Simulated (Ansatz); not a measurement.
Input:

```yaml
crystal:
  lattice:
    - [-2.64539, 2.64539, 5.14948]
    - [2.64539, -2.64539, 5.14948]
    - [2.64539, 2.64539, -5.14948]
  atoms:
    - { symbol: Zn, position: [0.75000, 0.25000, 0.50000] }
    - { symbol: Zn, position: [0.00000, 0.00000, 0.00000] }
    - { symbol: Si, position: [0.25000, 0.75000, 0.50000] }
    - { symbol: Si, position: [0.50000, 0.50000, 0.00000] }
    - { symbol: P, position: [0.14006, 0.12500, 0.51506] }
    - { symbol: P, position: [0.60994, 0.62500, 0.48494] }
    - { symbol: P, position: [0.37500, 0.85994, 0.98494] }
    - { symbol: P, position: [0.87500, 0.39006, 0.01506] }
```

No spin polarisation.

Calculations: Ansatz (a program for electronic structure), PBE, PAW, cutoff 420 eV, no SOC. k-mesh 9×9×9 (Γ-centred); smearing 0.05 eV (Fermi–Dirac).

Task: Predict the valence-band top at Γ and gap character.

Result: The valence-band top at Γ (three highest levels, from the VBM) is 0.00, -0.13, -0.13 eV and the gap character comes out as direct at Γ.

Load acts through the strain it causes; cell and atoms are relaxed under it. Stability against distortions was not tested. Competing high-pressure phases were not computed. The cell was made from ZnSiP2 in the chalcopyrite structure (space group I-42d, No. 122) by this change: pressure 7 GPa.
